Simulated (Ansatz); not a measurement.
Relaxation of the outer planes of the (100) surface of anatase TiO2 in its 1x1 cell (cut with top plane 4 O + 2 Ti, bottom plane 4 O + 2 Ti), outermost plane spacing 1.90 Å in the ideal cut.

The numbers are results of PBE (plane waves to 420 eV, PAW; Ansatz, a first-principles code), not measurements.

Set-up: 42 atoms, O28Ti14, 11.4 Å thick at the start; mesh 7x3x1; 0.025 eV smearing; dipole correction on; all atoms relaxed; held to the start's symmetry, so lower structures may exist; no spin, no spin-orbit, no U.

| plane | atoms | bulk spacing to the next (Å) | relaxed spacing (Å) | change (%) | rumpling (Å) |
|---|---|---|---|---|---|
| 1 | 4 O + 2 Ti | 1.899 | … | … | … |
| 2 | 4 O + 2 Ti | 1.899 | 1.989 | 4.7 | 0.14 (Ti outermost) |

### Question
Complete the blanks.

### Answer

- 1, relaxed spacing (Å): 1.866
- 1, change (%): -1.8
- 1, rumpling (Å): 0.34 (O outermost)
